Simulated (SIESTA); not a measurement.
A self-consistent single point of HfTeS (P3m1, 3 atoms in the cell) with SIESTA.

Level of theory: LDA PW92, numerical atomic orbitals DZP, PseudoDojo LDA standard norm-conserving potentials (rewritten from UPF to PSML) (SIESTA 5.4.2).

```xyz
3
Lattice="3.8154 0.0000 0.0000 -1.9077 3.3042 0.0000 0.0000 0.0000 6.6061" Properties=species:S:1:pos:R:3 pbc="T T T"
Hf     0.0000     2.2028     0.1973
Te     0.0000     0.0000     4.9376
S      1.9077     1.1014     1.4712
```

Reference input (self-consistent single point, DFT, GGA PBEsol, numerical atomic orbitals DZP, PseudoDojo PBEsol standard norm-conserving potentials (rewritten from UPF to PSML)): XC.functional = GGA; XC.authors = PBEsol; potentials = PseudoDojo PBEsol standard; PAO.BasisSize = DZP; PAO.EnergyShift = 0.005 Ry; MeshCutoff = 300 Ry; kgrid.MonkhorstPack = 8 8 4; OccupationFunction = MP; OccupationMPOrder = 0; ElectronicTemperature = 136 meV; MaxSCFIterations = 150; SCF.Mixer.Method = Broyden. This run's input differs from it in these lines:

```diff
@@ -1,2 +1,2 @@
-# files in the folder: Hf.psml Te.psml S.psml (PseudoDojo PBEsol standard)
+# files in the folder: Hf.psml Te.psml S.psml (PseudoDojo LDA standard)
 SystemName  HfTeS
@@ -24,4 +24,4 @@
 
-XC.functional                GGA
-XC.authors                   PBEsol
+XC.functional                LDA
+XC.authors                   PW92
 PAO.BasisSize                DZP
```

Output, abridged:

```
        iscf     Eharris(eV)        E_KS(eV)     FreeEng(eV)     dDmax    Ef(eV) dHmax(eV)
   scf:    1    -4672.729079    -4680.580730    -4680.580731  1.635293 -3.741186 11.074024
   scf:    2    -4684.508645    -4683.983124    -4683.990679  0.209084 -4.126999  1.735777
   scf:    3    -4684.256758    -4684.150878    -4684.158569  0.054032 -4.138528  1.292051
   scf:    4    -4684.227560    -4684.198120    -4684.205790  0.085826 -4.217836  0.543267
   scf:    5    -4684.206944    -4684.203647    -4684.211371  0.026077 -4.246500  0.210244
   scf:    6    -4684.204910    -4684.204661    -4684.212373  0.014539 -4.276174  0.072163
   scf:    7    -4684.204602    -4684.204792    -4684.212541  0.003827 -4.269197  0.029457
   scf:    8    -4684.204876    -4684.204851    -4684.212584  0.001672 -4.270239  0.004210
   scf:    9    -4684.204855    -4684.204853    -4684.212585  0.000240 -4.269753  0.001659
   scf:   10    -4684.204855    -4684.204854    -4684.212585  0.000077 -4.269639  0.000617
SCF Convergence by DM+H criterion
max |DM_out - DM_in|         :     0.0000771313
max |H_out - H_in|      (eV) :     0.0006172146
SCF cycle converged after 10 iterations

Using DM_out to compute the final energy and forces

siesta: E_KS(eV) =            -4684.2049

siesta: E_KS - E_eggbox =     -4684.2049

siesta: Atomic forces (eV/Ang):
     1    0.000016   -0.000009    0.217964
     2    0.000001   -0.000001    0.014868
     3   -0.000015    0.000008   -0.233135
   Tot    0.000003   -0.000002   -0.000303
   Max    0.233135
   Res    0.106501    sqrt( Sum f_i^2 / 3N )
   Max    0.233135    constrained

Stress tensor Voigt[x,y,z,yz,xz,xy] (kbar):       52.86       52.86       27.14       -0.00        0.00       -0.00
(Free)E + p*V (eV/cell)    -4686.5148
Target enthalpy (eV/cell)    -4684.2126

   [... lines left out ...]
siesta: FreeEng =     -4684.212585
siesta: Cell volume =         83.282295 Ang**3
siesta:         -44.29024252        -42.84122493  kBar
   [... lines left out ...]
               3Pdxy   3Pdyz   3Pdz2   3Pdxz   3Pdx2-y2
   3  6.201   1.733   0.058   1.178   1.466   1.178   0.217   0.033   0.217
              0.024   0.024   0.025   0.024   0.024

mulliken: Qtot =       34.000

Mulliken Atomic Populations:
Atom #   charge [q] valence [e]  Species
     1     0.649711   11.350289  Hf
     2    -0.448707   16.448707  Te
     3    -0.201004    6.201004  S
 Total    -0.000000
```

The run converged in 10 iterations. Against the reference run the pressure goes from -2.33 to -4.43 GPa and the largest force goes from 0.189 to 0.233 eV/Å.

The starting cell comes from a database of computed structures (which also holds hypothetical and non-ambient phases and stackings), without a prior relaxation at this level. Values carry the incompleteness of an atom-centred basis. With a pressure of about -4 GPa the cell is away from its equilibrium volume at this level.
